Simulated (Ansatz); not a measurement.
Predicting a run: rocksalt LiF (Fm-3m), hydrostatic pressure (both signs)

Cell and atoms relaxed with PBEsol to each stress σ (compression positive); gaps by PBE, rigid bands (plane waves, PAW, scalar-relativistic; Ansatz, an electronic-structure program). Unloaded cell: a = b = c = 2.8340 Å, α = β = γ = 60.00°.

```
σ (GPa)  ln(V/V₀) (%)  gap (eV)
-------  ------------  --------
0                   0     9.223
-3.60            5.59     8.734
-1.20            1.70     9.072
1.20            -1.62     9.372
2.40            -3.13     9.512
4.80            -5.90     9.777
7.20            -8.39    10.023
```

Fit E_g = 9.223 eV + aσ + bσ² and ε = cσ + dσ² to the loaded rows by least squares.

a = 0.127 eV/GPa, b = -0.00224 eV/GPa²; c = -1.41 %/GPa, d = 0.0352 %/GPa².

One run was withheld, at σ = -2.40 GPa. Predict its gap and its ln(V/V₀), then set them beside the run.

E_g = 9.223 + (0.127)(-2.40) + (-0.00224)(-2.40)² = 8.905 eV and ε = (-1.41)(-2.40) + (0.0352)(-2.40)² = 3.59 %. The run gave 8.908 eV and 3.57 %, misses of 0.003 eV and 0.02 percentage points.

Gaps are resolved to about 0.01 eV; third decimals are kept for the arithmetic. Spin-orbit coupling is left out. Every relaxation keeps the rocksalt phase (space group Fm-3m under this load), so a transition, a distortion that breaks the symmetry or fracture can't show.
